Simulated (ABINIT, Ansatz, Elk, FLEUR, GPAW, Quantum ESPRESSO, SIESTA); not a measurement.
**Code comparison for KI (Fm-3m, 2 atoms in the cell)**

Self-consistent single point.

```xyz
2
Lattice="0.0000 3.5350 3.5350 3.5350 0.0000 3.5350 3.5350 3.5350 0.0000" Properties=species:S:1:pos:R:3 pbc="T T T"
K      0.0000     0.0000     0.0000
I      3.5350     3.5350     3.5350
```

Shared settings, as Ansatz (an electronic-structure program) writes them: kpoints.mp_grid.grid = 7 7 7; scf.occupations.method = fermi_dirac; scf.occupations.width = 0.05 eV. Potentials and cutoffs stand in the table.

```tsv
code	model	pressure (GPa)	gap on the mesh (eV)	cutoff
ABINIT	PBE, norm-conserving pseudopotentials (PseudoDojo nc-sr-05 PBE standard)	0.55	3.956	37 Ha
GPAW	PBE, GPAW PAW datasets PBE (gpaw-data 1.0.1)	0.55	3.972	600 eV
Quantum ESPRESSO	PBE, PseudoDojo standard norm-conserving (PBE) pseudopotentials	0.55	3.956	75 Ry
FLEUR	PBE, all-electron FLAPW (FLEUR), scalar-relativistic valence	–	3.994	Kmax 3.8 1/bohr
SIESTA	GGA PBE, numerical atomic orbitals DZP, PseudoDojo PBE standard norm-conserving potentials (rewritten from UPF to PSML)	1.05	3.941	grid 400 Ry
Ansatz	PBE, default PAW files	0.55	3.963	default
Elk	PBE, all-electron FP-LAPW, Elk's shipped species files, LAPW+lo basis	–	3.963	rgkmax 7.5
```

A dash marks a value that a program does not give, or that is left out as unsure.

Gaps are read on the mesh.

On Ansatz's run: spin-orbit coupling is off.

The spread over the programs that give each value: pressure within 0.50 GPa; gap on the mesh within 0.053 eV.

SIESTA uses small atom-centred bases, whose incompleteness enters pressures, forces and empty levels differently from a plane-wave cutoff. FLEUR and Elk treat all electrons, but the usual bases taken here (sphere radii, linearisation, local orbitals, empty states) were not tested for convergence, so the values are no reference for the others. Ansatz's pressure is given at a fixed set of plane waves, as the other plane-wave codes print theirs.

On the base mesh (4 4 4) the same programs gave: Ansatz pressure 0.56 GPa, gap on the mesh 3.962 eV; Quantum ESPRESSO pressure 0.56 GPa, gap on the mesh 3.955 eV; ABINIT pressure 0.56 GPa, gap on the mesh 3.955 eV; GPAW pressure 0.55 GPa, gap on the mesh 3.972 eV; Elk gap on the mesh 3.963 eV; FLEUR gap on the mesh 3.994 eV; SIESTA pressure 1.06 GPa, gap on the mesh 3.940 eV.

The starting cell has typed, rounded lattice constants, without a prior relaxation at this level.

Left out of this page: CP2K (on another mesh).

Keys are those of Ansatz 0.2.
